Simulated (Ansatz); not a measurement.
The starting structures come from a database of crystals and need not be the phases stable at ambient conditions.

Tunnelling through a barrier is set by its complex band structure: the current falls as exp(−2κd) with the smallest κ.

Input:

```
CELL_PARAMETERS angstrom
      4.69147     0.00000     0.00000
     -0.71850     5.31417     0.00000
      0.71850     1.50826     5.09563
ATOMIC_POSITIONS crystal
  Sc 0.00000 0.69032 0.69032
  Sc 0.00000 0.30968 0.30968
  Si 0.59198 0.77628 0.22372
  Si 0.40802 0.22372 0.77628
  O  0.21341 0.07848 0.60672
  O  0.78659 0.92152 0.39328
  O  0.78659 0.60672 0.07848
  O  0.21341 0.39328 0.92152
  O  0.50000 0.00000 0.00000
  O  0.71986 0.39368 0.60632
  O  0.28014 0.60632 0.39368
```

Space group of this cell: C2/m. The cell is taken as given; by r2SCAN its mean pressure is -0.6 GPa.

Transport runs along the normal of the first two printed cell vectors.

No gap correction and no spin-orbit coupling; mid-gap values are interpolated between computed energies.

Compute, with Ansatz (a first-principles code) with r2SCAN, the band gap and the smallest decay constant κ at mid-gap.

Gap 4.91 eV on a 8×6×6 mesh; κ = 0.512 1/Å, at the zone centre.
